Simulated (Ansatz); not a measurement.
# Convergence study of the k-point mesh for Cs3Bi (I4mm, 4 atoms in the cell)

```xyz
4
Lattice="0.0000 4.6731 4.6731 4.6731 0.0000 4.6731 4.6731 4.6731 0.0000" Properties=species:S:1:pos:R:3 pbc="T T T"
Cs     2.3366     2.3366     2.3366
Cs     7.0097     7.0097     7.0097
Cs     4.6731     4.6731     4.7231
Bi     0.0000     0.0000     0.0000
```

Computed with PBEsol, default PAW files made with PBE (plane waves; Ansatz, an electronic-structure program).

Base settings: basis.ecutwfc = 420 eV; kpoints.mp_grid.grid = 5 5 5; hamiltonian.xc = pbesol; hamiltonian.pseudopotentials = {kind: paw} (the program's default PAW files); scf.occupations.method = gaussian; scf.occupations.width = 0.272 eV.

The second cell is the first with its lattice scaled by 0.98.

Only quantities that move along the ladder and can be compared are tabulated.

The count of work is k-points × plane waves × bands × iterations; it is no time. Core times come from one kind of shared machine, to one figure; runs under 30 s give none.

The starting cell comes from a database of computed structures (which also holds hypothetical and non-ambient phases and stackings), without a prior relaxation at this level. Its lattice was rescaled by up to half a per cent. One atom was moved a little off its site on purpose. Ansatz's pressure includes its estimate of the finite-basis (Pulay) stress.

```csv
kpoints.mp_grid.grid,free energy less the last step's (meV/atom),energy of the compressed cell less the first (meV/atom),pressure (GPa),largest difference of a force vector from the last step's (eV/Å),count of work / last,core time / last (rough)
1 1 1,109.04,-43.05,-2.14,0.039,0.0051,–
2 2 2,49.63,2.63,-0.14,0.012,0.020,–
3 3 3,0.03,-3.55,-0.44,0.001,0.026,–
4 4 4,0.13,-3.55,-0.45,0.000,0.057,–
5 5 5,-0.17,-3.78,-0.47,0.000,0.079,–
6 6 6,-0.13,-3.88,-0.47,0.000,0.13,–
7 7 7,-0.06,-3.93,-0.47,0.000,0.17,–
8 8 8,-0.02,-3.96,-0.48,0.000,0.26,–
9 9 9,0.00,-3.96,-0.48,0.000,0.33,0.3
10 10 10,0.00,-3.96,-0.48,0.000,0.45,0.5
11 11 11,0.00,-3.96,-0.48,0.000,0.55,0.5
12 12 12,0.00,-3.95,-0.48,0.000,0.83,0.7
13 13 13,0.00,-3.95,-0.48,0.000,1.0,1
```

Coarsest kpoints.mp_grid.grid that holds the energy of the compressed cell less the first within 2 meV/atom of the last step, with all finer ones: 3 3 3, at 0.026 of the last step's count of work; the step before is off by 6.6 meV/atom.

Coarsest kpoints.mp_grid.grid that holds the forces within 0.02 eV/Å of the last step, with all finer ones: 2 2 2, at 0.020 of the last step's count of work; the step before is off by 0.039 eV/Å.

Coarsest kpoints.mp_grid.grid that holds the free energy within 1 meV/atom of the last step, with all finer ones: 3 3 3, at 0.026 of the last step's count of work; the step before is off by 50 meV/atom.

Keys are those of Ansatz 0.2.
